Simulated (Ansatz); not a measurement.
Consider Re in the hcp (Mg type) structure (space group P6_3/mmc, No. 194; a = 2.752 Å, c = 4.440 Å; relaxed with 0.1 eV smearing). Axes: x lies along a and z along c of the hexagonal cell.

The values are results of PBEsol (Ansatz, a quantum-chemistry and plane-wave program), scalar-relativistic without spin-orbit coupling, not measurements.

It is then changed as follows: uniaxial strain ε_zz = −1.50 %, all other strain components held at zero, atoms relaxed at fixed cell.

What happens to the stress and energy relative to the base?

The stress (xx, yy, zz, yz, xz, xy; compression positive) is (3.8, 3.8, 11.0, 0.0, 0.0, 0.0) GPa; the energy goes up by 7.4 meV/atom.

No phonon test of stability was made. All final runs are without spin polarisation.
